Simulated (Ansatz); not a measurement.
A periodic model of amorphous Ga$_{24}$O$_{39}$In$_{2}$:

```
CELL_PARAMETERS angstrom
      9.73746     0.22074     0.06312
      0.22074     9.16973     0.08154
      0.06312     0.08154     9.34370
ATOMIC_POSITIONS crystal
  Ga 0.71879 0.70757 0.16216
  Ga 0.97956 0.65907 0.98080
  Ga 0.60963 0.51213 0.36608
  Ga 0.83228 0.67052 0.67179
  Ga 0.13822 0.36407 0.95524
  Ga 0.47173 0.91696 0.02007
  Ga 0.38008 0.30635 0.51621
  Ga 0.68356 0.89422 0.42891
  Ga 0.75620 0.38496 0.07355
  Ga 0.75927 0.05038 0.13483
  Ga 0.97018 0.43283 0.25825
  Ga 0.53460 0.57901 0.88959
  Ga 0.50964 0.16022 0.81239
  Ga 0.07839 0.00284 0.03605
  Ga 0.20335 0.65246 0.55638
  Ga 0.08410 0.76022 0.25543
  Ga 0.18114 0.09342 0.69573
  Ga 0.30990 0.47609 0.23469
  Ga 0.32630 0.18436 0.14223
  Ga 0.23623 0.75158 0.87864
  Ga 0.66566 0.37048 0.68077
  Ga 0.33084 0.93332 0.39029
  Ga 0.49726 0.81746 0.67621
  Ga 0.01802 0.08109 0.42337
  O  0.77271 0.43300 0.27110
  O  0.53376 0.38806 0.82900
  O  0.60840 0.65071 0.71435
  O  0.95273 0.42349 0.04841
  O  0.90928 0.69324 0.16774
  O  0.87486 0.75706 0.84407
  O  0.54326 0.94198 0.81813
  O  0.13984 0.18336 0.08163
  O  0.12973 0.57522 0.87866
  O  0.17830 0.95821 0.84919
  O  0.67858 0.56934 0.02282
  O  0.68966 0.69964 0.36113
  O  0.12466 0.54692 0.26477
  O  0.31402 0.74234 0.68790
  O  0.49680 0.90577 0.49266
  O  0.98455 0.07799 0.62442
  O  0.10948 0.27559 0.77998
  O  0.03483 0.96284 0.26345
  O  0.30314 0.39151 0.05474
  O  0.76858 0.03929 0.33268
  O  0.36282 0.97968 0.20135
  O  0.56051 0.38600 0.51267
  O  0.22984 0.76416 0.39118
  O  0.67534 0.21748 0.06200
  O  0.21013 0.06136 0.48944
  O  0.89309 0.02586 0.98613
  O  0.41055 0.72393 0.96930
  O  0.00319 0.29015 0.40096
  O  0.77609 0.85549 0.59723
  O  0.82739 0.46318 0.67091
  O  0.64482 0.88807 0.10654
  O  0.01302 0.63109 0.57096
  O  0.46167 0.57684 0.26364
  O  0.24476 0.45290 0.54841
  O  0.42617 0.11665 0.98426
  O  0.37228 0.17540 0.66988
  O  0.12785 0.79571 0.05609
  O  0.68606 0.17081 0.72338
  O  0.35440 0.28531 0.31793
  In 0.03158 0.39444 0.60284
  In 0.83204 0.99520 0.76737
```

Methods: PBE, scalar-relativistic without spin-orbit coupling (Ansatz, a first-principles code); r2SCAN, scalar-relativistic without spin-orbit coupling (Ansatz); HSE06, scalar-relativistic without spin-orbit coupling (Ansatz). Neutral PBE cell, which sets geometry, pressure and energy: sampling: a 2×2×2 Γ-centred mesh; Fermi-Dirac width 0.02 eV; no spin polarisation. Exact exchange is cut at the faces of this 9 Å cell, which leaves hybrid gaps a finite-size error.

Preparation: random packing, a CHGNet melt and quench, and a DFT relaxation. O atoms were pushed apart under 1.9 Å during the dynamics, to hinder bonds among them. The hot cell started wider than the set density and was brought back towards it in steps. It is the lowest in DFT energy of 2 quenches. It is a model cell: composition and starting density were chosen by hand, and all elements were melted together. No dispersion term was used. Its density started from a set value of 5.14 and ended at 5.03 g/cm³. Cooling (nominally 280 K/ps over its main leg) ran many orders faster than in experiment, which tends to leave more defects and strain. Values belong to this one cell and scatter from quench to quench. Volume and shape were free in the relaxation.

Question: Give the pressure, the energy against reference phases and the spacing of the highest filled and lowest empty levels.

Answer: 
```json
{
  "Pressure on a 2×2×2 Γ-centred mesh": "0.11 GPa",
  "Largest force and stress component on that mesh (the relaxation ran on the zone centre alone)": "0.05 eV/Å and 0.1 GPa",
  "Energy relative to beta Ga2O3 + bixbyite In2O3 (lowest mix at this level among the phases computed, not always the ambient ones)": "0.127 eV/atom",
  "Level gap on a 2×2×2 Γ-centred mesh (PBE)": "1.59 eV",
  "Level gap at the zone centre (PBE)": "1.59 eV",
  "Level gap at the zone centre (r2SCAN)": "2.12 eV",
  "Level gap at the zone centre (HSE06)": "3.26 eV",
  "Distance between the nearest levels spread over more than a fifth of the atoms or a third of the atoms of their main element (six at least) (PBE, zone centre)": "1.68 eV"
}
```

Question: At PBE and the zone centre, how localised are the states just below and above the Fermi level (participation number: the atoms over which a state spreads)?

Answer: The highest filled state is spread over 6.6 atoms' worth, largest on O42, with weights by element (charge in smoothed Voronoi cells) O 0.95, Ga 0.04, In 0.00. The lowest empty state is spread over 59.3 atoms' worth, largest on In65, with weights by element (charge in smoothed Voronoi cells) O 0.52, Ga 0.41, In 0.07.

At PBE the levels at the filled edge of the gap are localised (band-tail or defect states).

Bonds are counted up to Ga-Ga 2.68 Å, Ga-O 2.36 Å, Ga-In 2.90 Å, O-O 1.58 Å, O-In 2.50 Å, In-In 3.12 Å. Two cations that share two anions don't count as bonded, nor two that share one unless they lie closer than Ga-Ga 2.61 Å, Ga-In 2.82 Å, In-In 3.04 Å.

Added carriers, by PBE, scalar-relativistic without spin-orbit coupling in Ansatz on the zone centre alone. Charged cells keep the cell fixed and stand in a uniform background, with no image correction, at a width of 0.01 eV; where the count is odd the moment is locked at 1 μB, unless the neutral cell bore moments. Each starts from the undistorted neutral geometry alone. PBE's self-interaction favours spread-out carriers, so it can miss traps that a hybrid finds.

Question: What happens at PBE when the cell takes an extra electron and the atoms relax?

Answer: Relaxation lowers the charged cell by 0.01 eV. The largest moves are O44 0.02 Å, O26 0.02 Å, O50 0.02 Å, Ga12 0.02 Å. The level that holds the added charge spreads over 59.4 atoms' worth, most on In65 (weight 0.04): a carrier spread over the cell. No bond crosses its cut-off with a change of over 0.15 Å (metal-metal contacts aside). Made neutral again at that geometry, the cell lies +0.01 eV from the neutral start.

Question: What happens at PBE when the cell takes a hole and the atoms relax?

Answer: Relaxation lowers the charged cell by 0.22 eV. The largest moves are O42 0.49 Å, Ga14 0.22 Å, Ga24 0.16 Å, O44 0.16 Å. The level that was emptied spreads over 3.0 atoms' worth, most on O42 (weight 0.42): a localised (trapped) carrier, which neighbours of that atom can share. Bonds broken: Ga2-O28, Ga14-O42. Made neutral again at that geometry, the cell lies +0.90 eV from the neutral start (a closed shell was imposed there, with levels 0.22 eV apart, so this is an upper bound).
